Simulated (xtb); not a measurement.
xtb 6.7.1, GFN2-xTB: c1cc2cc3sc(-c4cc5sc(-c6cc7cc8sccc8cc7s6)cc5s4)cc3cc2s1, 44 atoms. The geometry is a generated start, not checked to be a minimum at this level.

- run flags: --grad
- method: GFN2-xTB
- --acc: 1 (default)
- --etemp (K): 300 (default)
- basis functions: 176
- valence electrons: 152

One run each on 1 thread. Values of broydamp tried: 0.02, 0.05, 0.1, 0.2, 0.4 (default), 0.6, 0.8, 1.

Q: Which value of broydamp needs the fewest SCC iterations, and what happens away from it?

A: Fewest SCC iterations, within one of each other: 0.2 with 13, 0.4 (default) with 13, 0.6 with 13, 0.8 with 13, 1 with 14. The count rises to 20 at 0.02. All converge to one solution.

| broydamp | SCC iterations | end |
|---|---|---|
| 0.02 | 20 | same solution |
| 0.05 | 17 | same solution |
| 0.1 | 15 | same solution |
| 0.2 | 13 | same solution |
| 0.4 (default) | 13 | same solution |
| 0.6 | 13 | same solution |
| 0.8 | 13 | same solution |
| 1 | 14 | same solution |
